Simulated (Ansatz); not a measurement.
Base system: GaAs in the zinc blende structure (space group F-43m, No. 216; a = 5.659 Å).

The other end (x = 1) is InAs in the zinc blende structure (space group F-43m, No. 216): 28.20 Å³/atom, gap zero.

Method: PBEsol/PAW in Ansatz (a first-principles code), no spin-orbit coupling, earlier PAW set.

In replaces a fraction x of Ga; each row is one arrangement (x, atoms in the cell, starting space group or random), fully relaxed.

One change was made to it. Results:

The band gap becomes zero (base: 0.42 eV); the mixing energy is +0.02 eV/atom (to 0.01 eV only: unlike meshes or grids); the shortest interatomic distance rises by 0.035 Å (2.451 Å → 2.486 Å).

Name the change that was made.
A) x(In) = 0.25, 8 atoms, P-4m2
B) x(In) = 0.333, 6 atoms, P3m1
C) x(In) = 0.75, 8 atoms, Amm2

C, x(In) = 0.75, 8 atoms, Amm2. For comparison, the shortest interatomic distance in the other runs: x(In) = 0.333, 6 atoms, P3m1 gives 2.442 Å; x(In) = 0.25, 8 atoms, P-4m2 gives 2.460 Å.

Each cell is one ordered arrangement of few atoms, which overstates ordering effects compared with a random alloy. No phonon test of stability was made. All final runs are without spin polarisation. Gaps under 0.05 eV, about the width of the smearing, are given as zero. The zero or small gap of In3GaAs4, InAs, InGa2As3 and InGa3As4 can change with the level of theory.
